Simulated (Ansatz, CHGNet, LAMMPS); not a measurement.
# How well does each level of theory give the lattice constant a of CsCl-type CoAl?

Reference value: 2.861 Å (measured, room temperature, no zero-point or thermal correction; as tabulated in Yamada et al. (2019), arXiv:1910.09660).

| level (code) | value (Å) |
|---|---|
| Lennard-Jones jacobson2022 (LAMMPS) | 3.034 |
| CHGNet-r²SCAN | 2.832 |
| LDA (Ansatz) | 2.794 |
| PBE (Ansatz) | (withheld) |
| rVV10 (Ansatz) | 2.859 |
| r²SCAN (Ansatz) | (withheld) |
| HSE06 (Ansatz) | 2.810 |

Question: Some entries are withheld; supply them.

Answer: 
- PBE (Ansatz, an electronic-structure program), value (Å): 2.852
- r²SCAN (Ansatz), value (Å): 2.823

Differences against the reference: Lennard-Jones jacobson2022 +6.05 %, CHGNet-r²SCAN -1.01 %, LDA -2.34 %, PBE -0.31 %, rVV10 -0.07 %, r²SCAN -1.33 %, HSE06 -1.78 %.

Leaving aside Lennard-Jones jacobson2022 (doubt noted below): The reference is not for a static lattice or low temperature, so close values are not ranked against it. Off by more than 1.25 %, or 1.75 % on the side where a correction would as a rule narrow the miss (bounds picked here): LDA (-2.34 %), HSE06 (-1.78 %).

The reference isn't brought to a static lattice, while the calculations are for one, so the differences are not the levels' errors alone. A static lattice is as a rule a little smaller than the measured one. The crystal itself was run without spin with LDA, PBE, rVV10, r²SCAN, HSE06; a magnetic state was not tried in these runs. Lennard-Jones jacobson2022: the pair parameters belong to the elements and are mixed by rule. Lennard-Jones jacobson2022: pair potentials favour close packing, so symmetry can be all that holds this lattice. HSE06: exact exchange on metals is sensitive to the k mesh and can open a false gap. Cutoffs and k meshes differ between the levels. Ansatz's density-functional and Hartree–Fock values are scalar-relativistic unless marked +SOC, with PAW data made under PBE.

Empirical potentials (Lennard-Jones jacobson2022) are fitted to chosen data: where that held the value shown, agreement is built in, and what lay outside the fit can be far off. Machine-learned potentials (CHGNet-r²SCAN) are trained on DFT data: a solid inside that data is no test of them.

Differences are worked out from the printed values.
